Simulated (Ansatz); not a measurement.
# CdSe, response to strain

The parent structure is CdSe in the wurtzite structure (space group P6_3mc, No. 186).

```
CdSe
1.0
    4.24755     0.00000     0.00000
   -2.12377     3.67848     0.00000
    0.00000     0.00000     6.94096
Cd Se
2 2
Direct
  0.33333   0.66667   0.00031
  0.66667   0.33333   0.50031
  0.33333   0.66667   0.37569
  0.66667   0.33333   0.87569
```

Cartesian axes are those of the cell as printed.

Strains are applied to the cell and any free atomic positions relax; under biaxial strain the out-of-plane vector relaxes too.

All numbers come from LDA, PAW, 420 eV (Ansatz, an electronic-structure program; no SOC).

| case | band gap | out-of-plane strain |
|---|---|---|
| base | 0.46 eV | – |
| biaxial strain −3.00 %, plane normal [001], relaxed out of plane | ___ | +2.81 % |
| biaxial strain −2.40 %, plane normal [001], relaxed out of plane | 0.39 eV | +2.25 % |
| biaxial strain −1.80 %, plane normal [001], relaxed out of plane | 0.42 eV | +1.68 % |
| biaxial strain −1.20 %, plane normal [001], relaxed out of plane | 0.44 eV | +1.14 % |
| biaxial strain −0.60 %, plane normal [001], relaxed out of plane | ___ | ___ |

Q: What belongs in the blanks?

A: 
- biaxial strain −3.00 %, plane normal [001], relaxed out of plane, band gap: 0.36 eV
- biaxial strain −0.60 %, plane normal [001], relaxed out of plane, band gap: 0.45 eV
- biaxial strain −0.60 %, plane normal [001], relaxed out of plane, out-of-plane strain: +0.57 %

Stability against distortions was not tested.
